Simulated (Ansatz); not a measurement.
Start from Be in the hcp (Mg type) structure (space group P6_3/mmc, No. 194; a = 2.2637 Å, c = 3.5639 Å).

Calculations: Ansatz (a program for electronic structure), r2SCAN, PAW, cutoff 500 eV, no SOC.

For the base:

```
Quantity              Result
-------------------  -------
Lattice parameter a  2.264 Å
```

Modification: every Be is replaced by Sn; the structure is relaxed again.

### Question
Estimate the effect on the lattice parameter a.

### Answer
The lattice parameter a increases by 1.091 Å, from 2.264 Å to 3.355 Å.

Stability against distortions was not tested. As relaxed here, Sn is a hypothetical phase, not in the database extracts checked.
